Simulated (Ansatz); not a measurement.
Cell and atoms of amorphous Si$_{24}$O$_{51}$In$_{2}$:

```xyz
77
Lattice="10.4747 0.0351 0.2315 0.0351 10.5023 -0.3549 0.2315 -0.3549 10.5867" Properties=species:S:1:pos:R:3 pbc="T T T"
Si     9.6602     7.9054     2.2542
Si     2.7951     9.4953     5.3797
Si     5.4297     6.0062     2.5296
Si     0.7402     7.8352    10.0731
Si    10.4581     8.5140     4.9978
Si     7.4637     2.0757     0.2277
Si     6.4837     6.7171    10.2296
Si     4.3869    10.3874     2.7747
Si     1.8541     2.3874     1.8550
Si     8.3958     9.4588     0.1400
Si     0.7469     2.8781     4.8009
Si     3.6696     0.6619     8.3690
Si     8.3954     2.5514     4.1076
Si     2.5060    10.3547     0.2814
Si     8.2553     5.3745     3.6209
Si     4.8009     3.3558     1.1399
Si     6.4842     0.5236     3.9605
Si     7.3838     9.1496     5.7631
Si     1.7086     2.7637     7.7907
Si    10.0296     5.6159     5.9515
Si     4.8429     7.2439     5.0696
Si    10.5352     2.9535    10.5152
Si     6.2913     3.8117     9.1899
Si     0.4279     5.2533     8.5308
O      0.4828     4.4868     4.9596
O      5.0253     1.3209     3.7120
O      8.6636     9.1145     1.7269
O      7.2337     2.8979     5.1616
O      5.9868     6.7755     1.2256
O      6.2155     2.4697     1.2584
O      3.8310    10.1916     1.2488
O      1.6788     2.6578     3.4651
O      6.6453     5.4805     3.5205
O      3.4353     2.5198     1.4393
O      0.2170     8.4148     3.1461
O      7.6878     7.8919    10.1281
O      1.3731     2.3658     6.2254
O      5.8997     9.6765     2.8091
O      3.1779     2.2030     8.1699
O      1.4530     0.8362     1.4707
O      1.7040     4.3942     7.9720
O      8.5130     5.5442     5.2612
O      6.8294     0.0745     5.4883
O      1.8792     8.8867    -0.0170
O      7.5507     9.1208     7.3554
O      6.9559     5.3034     9.5512
O     10.0760     9.0243     9.9587
O      8.7228     3.8844     3.1552
O     10.2268     4.5039    10.0373
O      4.8389     5.8392     5.8524
O      5.2587     0.5043     8.5943
O     10.4651     7.3348     0.9756
O      0.6232     2.1764     8.9106
O      0.2193     7.0196     5.4529
O      0.9243     6.7722     8.8582
O      5.7901     3.7251     7.6996
O      3.5618     8.0816     5.6327
O      9.8031     5.3466     7.5364
O      2.9777     0.0799     9.7387
O      1.1561     9.4234     5.3787
O      4.5543     7.0075     3.4504
O      7.7987     1.2515     3.2853
O      8.9003     8.9278     5.1641
O      3.2503     9.9943     3.8790
O      4.6838     4.6127     2.1753
O      3.1580    -0.0933     7.0103
O      0.9316     3.3570     0.9156
O      5.2741     7.4931     9.4673
O      5.0244     3.6031    10.2206
O      7.3677     2.5745     9.4649
O      8.8882     6.5929     2.8129
O      9.8160     2.1193     4.7890
O      6.2879     8.0101     5.2799
O      7.7651     0.0192    10.7375
O      9.0083     2.5218     0.5639
In     6.2467     4.4526     5.9162
In     6.0642     9.2066     8.6960
```

Calculation: PBE, scalar-relativistic without spin-orbit coupling (plane waves to 420 eV, PAW; Ansatz, a quantum-chemistry and plane-wave program).

Preparation: random packing, a CHGNet melt and quench, and a DFT relaxation. O atoms were pushed apart under 1.9 Å during the dynamics, to hinder bonds among them. The hot cell started wider than the set density and was brought back towards it in steps. It is the lowest in DFT energy of 2 quenches. It is a model cell: composition and starting density were chosen by hand, and all elements were melted together. No dispersion term was used. Its density started from a set value of 2.47 and ended at 2.46 g/cm³. Cooling (nominally 320 K/ps over its main leg) ran many orders faster than in experiment, which tends to leave more defects and strain. Values belong to this one cell and scatter from quench to quench. Volume and shape were free in the relaxation.

Neighbours within Si-Si 2.60 Å, Si-O 1.90 Å, Si-In 2.78 Å, O-O 1.58 Å, O-In 2.50 Å, In-In 3.12 Å count as bonded. Two cations that share two anions don't count as bonded, nor two that share one unless they lie closer than Si-Si 2.38 Å, Si-In 2.71 Å, In-In 3.04 Å.

Problem. Give the coordination numbers, mean bond lengths and angles.

Solution. 
```yaml
Mean coordination of Si by anions: 4.00 (24 with 4)
Mean coordination of O: 2.00 (51 with 2)
Mean coordination of In by anions: 3.00 (2 with 3)
Mean Si-O bond: 1.640 Å (spread 0.022 Å, 96 counted)
Mean O-In bond: 2.000 Å (spread 0.021 Å, 6 counted)
Bond angle at Si: mean 109.4°, spread 5.1°
Bond angle at O: mean 135.8°, spread 16.9°
Bond angle at In: mean 117.2°, spread 20.6°
```

Problem. List the pairs of like atoms that count as bonded by the rules above.

Solution. There are none by these rules.
